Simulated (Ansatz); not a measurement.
Functionals compared on the (100) surface of fcc Pd, clean 1x1 (bottom of the slab: a bare face, its two planes held), in Ansatz (plane waves, PAW). The structure was relaxed with PBE; the other rows are single points on it. Cutoff 420 eV (500 eV for r2SCAN).

Model: 6-atom slab, 9.9 Å thick at the start (thin: gaps and levels are the slab's own), 13x13x1 mesh, Fermi-Dirac 0.1 eV, dipole correction, 2 atoms held, the rest relaxed; held to the start's symmetry, so lower structures may exist; no spin, no spin-orbit, no U. These notes are the PBE run's.

```tsv
functional	work function of the top face (eV)	rough cost of the single point
PBE	5.08	–
LDA	5.50	around 40 core-seconds (rough)
PBEsol	5.20	around 40 core-seconds (rough)
RPBE	4.89	roughly 30 core-seconds
r2SCAN	5.07	roughly 2.5 core-minutes
```

Ansatz is a quantum-chemistry and plane-wave program.
